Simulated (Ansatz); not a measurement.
System: BeCl2 (Ibam, No. 72). Method: PBE0 (PAW; Ansatz, a program for electronic structure).

Settings: plane-wave cutoff 500 eV, 6×6×6 k mesh, gaussian smearing 0.02 eV, scalar-relativistic PAW data made under PBE.

Cell (relaxed with PBEsol):

```cif
data_Be4Cl8
_chemical_formula_sum 'Be4 Cl8'
_space_group_name_H-M_alt 'Ibam'
_space_group_IT_number 72
_space_group_name_Hall '-I 2 2c'
_cell_length_a 5.67121
_cell_length_b 10.54215
_cell_length_c 5.19728
_cell_angle_alpha 90.000
_cell_angle_beta 90.000
_cell_angle_gamma 90.000
loop_
_space_group_symop_operation_xyz
  'x, y, z'
  '-x, -y, -z'
  '-x, -y, z'
  'x, y, -z'
  'x, -y, -z+1/2'
  '-x, y, z+1/2'
  '-x, y, -z+1/2'
  'x, -y, z+1/2'
  'x+1/2, y+1/2, z+1/2'
  '-x+1/2, -y+1/2, -z+1/2'
  '-x+1/2, -y+1/2, z+1/2'
  'x+1/2, y+1/2, -z+1/2'
  'x+1/2, -y+1/2, -z'
  '-x+1/2, y+1/2, z'
  '-x+1/2, y+1/2, -z'
  'x+1/2, -y+1/2, z'
loop_
_atom_site_label
_atom_site_type_symbol
_atom_site_symmetry_multiplicity
_atom_site_Wyckoff_symbol
_atom_site_fract_x
_atom_site_fract_y
_atom_site_fract_z
_atom_site_occupancy
Be1 Be 4 a 0.00000 0.00000 0.25000 1
Cl1 Cl 8 j 0.19306 0.10403 0.00000 1
```
(The calculation used a cell of 6 atoms; values per cell refer to that cell.)

Question: Give the computed band gap.

Answer: 
- band gap = 8.53 eV (on the SCF k mesh)

Note: cell and atoms aren't relaxed at this level; the cell has widely spaced layers and the level no dispersion term, so their spacing and the moduli can rest on weak binding.

Computed values are for the static lattice.
